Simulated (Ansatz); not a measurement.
Worked example: self-consistent single point of a (001) slab of HfAu (cut from a parent of space group no. 129; 8 atoms in the cell) in Ansatz (a first-principles code).

Method: LDA (PW92), default PAW files made with PBE (plane waves; Ansatz).

```yaml
crystal:
  lattice:
    - [3.46644, 0.00000, 0.00000]
    - [0.00000, 3.46644, 0.00000]
    - [0.00000, 0.00000, 24.71098]
  atoms:
    - { symbol: Hf, position: [0.00000, 0.50000, 0.46223] }
    - { symbol: Hf, position: [0.50000, 0.00000, 0.28327] }
    - { symbol: Au, position: [0.00000, 0.50000, 0.34003] }
    - { symbol: Au, position: [0.50000, 0.00000, 0.40547] }
    - { symbol: Hf, position: [0.00000, 0.50000, 0.71672] }
    - { symbol: Hf, position: [0.50000, 0.00000, 0.53777] }
    - { symbol: Au, position: [0.00000, 0.50000, 0.59453] }
    - { symbol: Au, position: [0.50000, 0.00000, 0.65997] }
```

Reference input (self-consistent single point, DFT, LDA (PW92), plane waves, default PAW files made with PBE): basis.ecutwfc = 420 eV; kpoints.mp_grid.grid = 7 7 1; hamiltonian.xc = lda; hamiltonian.pseudopotentials = {kind: paw} (the program's default PAW files); scf.occupations.method = fermi_dirac; scf.occupations.width = 0.1 eV. This run's input differs from it in these lines:

Ansatz 0.2 input:
```diff
@@ -19,3 +19,3 @@
   mp_grid:
-    grid: [7, 7, 1]
+    grid: [24, 24, 1]
 hamiltonian:
```

Output (repeated stretches shortened):

```
SCF iter   1: F=—  HF=-113367.926553 eV  |F-HF|=—  |Δ(HF+E_count)|=         —  Δρ=6.86e-3  dr2=8.46e-1  ethr=1.77e-3  ⟨swp⟩=5.8  Hψ=33026  notcnv=0  defer=36
all-band conjugate gradients solve this SCF's bands
preconditioner: auto → LDOS
SCF iter   2: F=—  HF=-113367.899944 eV  |F-HF|=—  |Δ(HF+E_count)|=   2.66e-2  Δρ=4.20e-3  dr2=1.91e-1  ethr=4.70e-4  ⟨swp⟩=2.0  Hψ=12563  notcnv=0  defer=178
   [... lines left out ...]
SCF iter   6: F=—  HF=-113367.877118 eV  |F-HF|=—  |Δ(HF+E_count)|=   1.32e-5  Δρ=1.00e-4  dr2=3.97e-5  ethr=9.91e-8  ⟨swp⟩=2.1  Hψ=17461  notcnv=0  defer=176
SCF iter   7: F=—  HF=-113367.877219 eV  |F-HF|=—  |Δ(HF+E_count)|=   1.02e-4  Δρ=4.24e-5  dr2=5.89e-6  ethr=2.21e-8  ⟨swp⟩=2.8  Hψ=18937  notcnv=0  defer=176
SCF iter   8: F=—  HF=-113367.877222 eV  |F-HF|=—  |Δ(HF+E_count)|=   2.25e-6  Δρ=1.28e-5  dr2=4.74e-7  ethr=3.27e-9  ⟨swp⟩=2.1  Hψ=15039  notcnv=0  defer=176
SCF iter   9: F=-113367.877222 eV  HF=-113367.877222 eV  |F-HF|=3.06e-10  |Δ(HF+E_count)|=   4.28e-7  Δρ=4.04e-6  dr2=5.98e-8  ethr=5.56e-11  ⟨swp⟩=12.4  Hψ=45404  notcnv=0
SCF 1 converged in 9 iterations: F = -113367.877222 eV  dr2 = 5.98e-8
Free energy (F): -113367.877222 eV
Internal energy: -113367.686008 eV  (E = F + TS)
E sigma→0 (E₀):  -113367.781615 eV
Entropy (-TS):   -0.191215 eV (-23.902 meV/atom)
Fermi energy:    8.881891 eV
--- Forces (eV/Å), atoms counted from 1 ---
  atom   1  Hf     0.00000000     0.00000000     0.21602119
  atom   2  Hf     0.00000000     0.00000000     1.20042990
  atom   3  Au     0.00000000     0.00000000    -0.60879227
  atom   4  Au     0.00000000     0.00000000    -0.36708574
  atom   5  Hf     0.00000000     0.00000000    -1.20042990
  atom   6  Hf     0.00000000     0.00000000    -0.21602119
  atom   7  Au     0.00000000     0.00000000     0.36708574
  atom   8  Au     0.00000000     0.00000000     0.60879227
--- Stress (GPa, compression-positive) ---
       -4.645326       0.000000       0.000000
        0.000000      -4.645326       0.000000
        0.000000       0.000000      -3.632466
  P = ⅓ Tr σ = -4.3077 GPa (-43.077 kbar)
  The stress holds the Pulay correction. Without it, at fixed plane waves, as pw.x and ABINIT print it: P = -4.3260 GPa
```

The run converged in 9 iterations. Against the reference run the free energy is nearly the same (within 1 meV/atom) and the largest force goes from 1.227 to 1.200 eV/Å.

The starting cell comes from a database of computed structures (which also holds hypothetical and non-ambient phases and stackings), without a prior relaxation at this level. The slab is cut from that crystal, and its faces are unrelaxed. Its lattice was rescaled by up to half a per cent. Spin-orbit coupling is off. Forces in this geometry exceed 1 eV/Å.

Cost on one core of a shared machine: roughly 3 min.
